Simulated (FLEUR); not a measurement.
## FLEUR run on CoSi2 (Fm-3m, 3 atoms in the cell): self-consistent single point

Method: PBE, all-electron FLAPW (FLEUR), scalar-relativistic valence.

This input was run:

Input of the input generator:

```
CoSi2 FLAPW
&input film=f /
0.0000000000 0.7071067812 0.7071067812
0.7071067812 0.0000000000 0.7071067812
0.7071067812 0.7071067812 0.0000000000
7.1622365232
1.0 1.0 1.0

3
27 0.0000000000 0.0000000000 0.0000000000
14 0.2500000000 0.2500000000 0.2500000000
14 0.7500000000 0.7500000000 0.7500000000

&comp jspins=1 /
&kpt div1=14 div2=14 div3=14 gamma=t /
&end /
```

```xml
<?xml version="1.0" encoding="UTF-8" standalone="no"?>
<fleurInput fleurInputVersion="0.39">
   <comment>
      CoSi2 FLAPW                                                                                         
   </comment>
   <calculationSetup>
      <cutoffs Kmax="4.1" Gmax="14.3" GmaxXC="14.3" numbands="0"/>
      <scfLoop itmax="80" minDistance="0.00001" maxIterBroyd="25" imix="Anderson" alpha="0.05" precondParam="0.0" spinf="2.0"/>
      <coreElectrons ctail="T" frcor="F" kcrel="0" coretail_lmax="0"/>
      <xcFunctional name="pbe" relativisticCorrections="F"/>
      <magnetism jspins="1"/>
      <soc l_soc="F" theta="0.0" phi="0.0" spav="F"/>
      <expertModes spex="0" secvar="F"/>
      <geometryOptimization l_f="T" forcealpha="1.0" forcemix="BFGS" epsdisp="0.00001" epsforce="0.00001"/>
      <ldaU l_linMix="F" mixParam="0.05" spinf="1.0"/>
   </calculationSetup>
   <cell>
      <bzIntegration valenceElectrons="23.0" mode="gauss" fermiSmearingEnergy="0.00999582">
         <kPointListSelection listName="default-1"/>
         <!-- k-points included here -->
         <xi:include xmlns:xi="http://www.w3.org/2001/XInclude" href="kpts.xml"> </xi:include>
      </bzIntegration>
      <!-- symmetry operations included here -->
      <xi:include xmlns:xi="http://www.w3.org/2001/XInclude" href="sym.xml"> </xi:include>
      <bulkLattice scale="1.0">
         <bravaisMatrix>
            <row-1>    0.0000000000000000     5.0644660141130311     5.0644660141130311</row-1>
            <row-2>    5.0644660141130311     0.0000000000000000     5.0644660141130311</row-2>
            <row-3>    5.0644660141130311     5.0644660141130311     0.0000000000000000</row-3>
         </bravaisMatrix>
      </bulkLattice>
   </cell>
   <atomSpecies>
      <species name="Cobalt (Co)" element="Co" atomicNumber="27">
         <mtSphere radius="2.43" gridPoints="857" logIncrement="0.014"/>
         <atomicCutoffs lmax="10" lnonsphr="8"/>
         <electronConfig flipSpins="F">
            <coreConfig>(1s1/2) (2s1/2) (2p1/2) (2p3/2) (3s1/2)</coreConfig>
            <valenceConfig>(3p1/2) (3p3/2) (4s1/2) (3d3/2) (3d5/2)</valenceConfig>
            <stateOccupation state="(3d3/2)" spinUp="1.4" spinDown="1.4"/>
            <stateOccupation state="(3d5/2)" spinUp="2.1" spinDown="2.1"/>
         </electronConfig>
         <energyParameters s="4" p="4" d="3" f="4"/>
         <lo type="SCLO" l="1" n="3" eDeriv="0"/>
      </species>
      <species name="Silicon (Si)" element="Si" atomicNumber="14">
         <mtSphere radius="1.58" gridPoints="559" logIncrement="0.02"/>
         <atomicCutoffs lmax="6" lnonsphr="4"/>
         <electronConfig flipSpins="F">
            <coreConfig>(1s1/2) (2s1/2) (2p1/2) (2p3/2)</coreConfig>
            <valenceConfig>(3s1/2) (3p1/2) (3p3/2)</valenceConfig>
            <stateOccupation state="(3p1/2)" spinUp="0.3333333333333" spinDown="0.3333333333333"/>
            <stateOccupation state="(3p3/2)" spinUp="0.6666666666667" spinDown="0.6666666666667"/>
         </electronConfig>
         <energyParameters s="3" p="3" d="3" f="4"/>
      </species>
   </atomSpecies>
   <atomGroups>
      <atomGroup species="Cobalt (Co)">
         <relPos label="                   1">.0000000000 .0000000000 .0000000000</relPos>
         <force calculate="T" relaxXYZ="TTT"/>
      </atomGroup>
      <atomGroup species="Silicon (Si)">
         <relPos label="                   2">1.000/4.000 1.000/4.000 1.000/4.000</relPos>
         <relPos label="                   3">-1.000/4.000 -1.000/4.000 -1.000/4.000</relPos>
         <force calculate="T" relaxXYZ="TTT"/>
      </atomGroup>
   </atomGroups>
   <output dos="F" band="F" slice="F">
      <checks vchk="F" cdinf="F"/>
      <bandDOS minEnergy="-.5*Htr" maxEnergy="0.5*Htr" sigma="0.015" storeEVData="T"/>
      <vacuumDOS vacdos="F" integ="F" star="F" nstars="0" locx1="0.0" locy1="0.0" locx2="0.0" locy2="0.0" nstm="0" tworkf="0.0"/>
      <unfoldingBand unfoldBand="F" supercellX="1" supercellY="1" supercellZ="1"/>
      <plotting iplot="0" polar="F">
         <plot TwoD="T" vec1="  1.0  0.0  0.0" vec2="  0.0  1.0  0.0" vec3="  0.0  0.0  1.0" zero="  0.0  0.0  0.0" file="plot"/>
      </plotting>
      <chargeDensitySlicing numkpt="0" minEigenval="0.0" maxEigenval="0.0" nnne="0" pallst="F"/>
      <specialOutput eonly="F"/>
      <magneticCircularDichroism mcd="F" energyLo="-10.0" energyUp="0.0"/>
   </output>
  <!-- We include the file relax.xml here to enable relaxations (see documentation) -->
  <xi:include xmlns:xi="http://www.w3.org/2001/XInclude" href="relax.xml"> <xi:fallback/> </xi:include>
</fleurInput>
```

Log, with long lists cut:

```
      Welcome to FLEUR        (www.flapw.de)
      MaX-Release 8.1          (www.max-centre.eu)

 ========== k-point set info ==========
 Selected k-point list: default-1
 k-point list type: mesh
 14 x 14 x 14
 Number of k points: 104

 ------------Calculation Setup---------------------------
           1           2           4           8          13          26          52         104
 Number of basis functions:          320
 Iteration:     1   Distance:      19.96130416 me/bohr^3
 Iteration:     2   Distance:      12.75127941 me/bohr^3
 Iteration:     3   Distance:       9.52188911 me/bohr^3
 Iteration:     4   Distance:       8.19372335 me/bohr^3
 Iteration:     5   Distance:       3.28025155 me/bohr^3
 Iteration:     6   Distance:       2.60084592 me/bohr^3
   [... 6 lines left out ...]
 Iteration:    13   Distance:       0.00302692 me/bohr^3
 Iteration:    14   Distance:       0.00016208 me/bohr^3
 Iteration:    15   Distance:       0.00004747 me/bohr^3
 Iteration:    16   Distance:       0.00001998 me/bohr^3
 Iteration:    17   Distance:       0.00000219 me/bohr^3
 Run finished successfully
 Stop message:
   Structural relaxation: Done

[file out, last iteration]
             iter=     18
          p o t e n t i a l   g e n e r a t o r
[...]
          integral of pseudo charge density inside the slab=        0.000000   0.000000
     coulomb potential in the interstitial region:
          density-coulomb potential integrals
          total density-coulomb potenti    -2977.8519104010
          density-effective potential integrals for spin  1
          total density-effective poten   -3.1094867822E+03
          charge density-energy density integrals
          total charge density-energy d   -1.0158965732E+02
 Updated energy parameters for spin:           1
  Atom    1 4s branch from -3.10 to  1.51 htr. ; e_l =  0.1501
  Atom    1 4p branch from -1.75 to  2.06 htr. ; e_l =  0.2794
  Atom    1 3d branch from -9.99 to  0.42 htr. ; e_l =  0.2999
  Atom    1 4f branch from -9.99 to  3.30 htr. ; e_l =  0.5913
  Atom    1 3p branch from-27.63 to -1.75 htr. ; e_l(l -1.7550
  Atom    2 3s branch from -4.52 to  3.57 htr. ; e_l = -0.3027
  Atom    2 3p branch from -2.89 to  3.94 htr. ; e_l = -0.1636
  Atom    2 3d branch from -9.99 to  3.64 htr. ; e_l =  0.0050
  Atom    2 4f branch from -9.99 to  7.53 htr. ; e_l =  0.1666
[...]
 fermi energy and band-weighting factors:
at   0.00000   0.00000   0.00000   k-weight:    0.000364
   18 eigenvalues :
   -1.754364   -1.754364   -1.754364   -0.101618    0.230518    0.230518    0.230518    0.310389
    0.310389    0.407133    0.506718    0.506718    0.506718    0.506873    0.506873    0.506873
    0.587701    0.587701
   [... 2 blocks of this kind left out ...]

[...]
FERMIE:
          first approx. to ef    (T=0)  :   0.381540 htr   (energy of the highest occ. eigenvalue)
          number of occ. states  (T=0)  :       1178
          first approx. to seigv (T=0)  :  -6.556506 htr
          sum of weights of occ. states :  11.515671
          sum of semicore charge        :   0.000000 e
          fermi energy=   0.38057 har   work function= -10.35575 ev
          number of valence electrons=  23.00000
     band-weighting factor for spin=    1
   [... lines left out ...]
          total moment                 =     0.00000
 Direct bandgap for spin            1 :    1.4915042382526722E-002  Htr
   [... lines left out ...]
          0.02939114  electrons lost from core.
          total charge for spin  1=   55.000000
          interst. charge =       6.384130
          mt charge=             27.067804   10.774033
          total charge  =   55.000000
          zc=    55.000000     qfix=    1.000000
     t o t a l  e n e r g y
          sum of eigenvalues =             -1113.6684000265
          density-coulomb potential int    -2977.8519104010
          density-effective potential i    -3109.4867821886
          charge density-ex.-corr.energ     -101.5896573178
          el.-nucl. inter. diff. m.t.       1675.1259496048
          Madelung term for atom type:        -3.8912352988
          el.-nucl. inter. diff. m.t.        673.9695171822
          Madelung term for atom type:       -25.9132055798
 ---->    total energy=                    -1973.5971380219 htr
 ---->    (input%tkb*entropy) TS=              0.0000000000 htr
 ---->    free energy=                     -1973.5971380219 htr
      extrapolation for T->0
 ---->    total electron energy=           -1973.5971380219 htr
 ***** TOTAL FORCES ON ATOMS *****
 TOTAL FORCE FOR ATOM TYPE=  1  X=  0.000   Y=  0.000   Z=  0.000
                       FX_TOT= 0.000000 FY_TOT= 0.000000 FZ_TOT= 0.000000
 TOTAL FORCE FOR ATOM TYPE=  2  X=  2.532   Y=  2.532   Z=  2.532
                       FX_TOT= 0.000000 FY_TOT= 0.000000 FZ_TOT= 0.000000
 Structural relaxation: Done
```

The run converged in 17 iterations. FLEUR gives forces in its relaxation mode, with a further iteration, so its stop message speaks of a relaxation.

The starting cell has typed, rounded lattice constants, without a prior relaxation at this level. Spin polarisation is off. Values depend on the basis (sphere radii, cutoffs, local orbitals), which need not be converged. The log's line on a gap gives a spacing of levels on this mesh, which the program prints for metals too.

Cost on one core of a shared machine: roughly 3 min.
